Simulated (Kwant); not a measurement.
Model system: wire with a side stub in a Si two-dimensional gas. Effective mass 0.19 mₑ, grid spacing 5 nm, hard walls, nominal width 100 nm (19 grid rows, so walls 100 nm apart), one parabolic valley, scattering region 300 nm long along x; energies count from the band bottom; Fermi energy swept from 0.00015833 to 0.0018802 eV. Closed stub on one side, 110 nm wide and 180 nm deep.

Constants are typed, rounded textbook-type inputs, not results; the design itself was drawn at random and stands for no fabricated device.

Computed with Kwant: effective-mass tight-binding model on a square grid, one spin, coherent transport at 0 K. Conductance is in e²/h.

Task: How many channels do the leads carry at E = 1.13 meV?

Result: The hard-wall thresholds are n² ħ²π²/(2mW²) = n² × 0.198 meV with W = 100 nm. √(1.13/0.198) = 2.39, so 2.
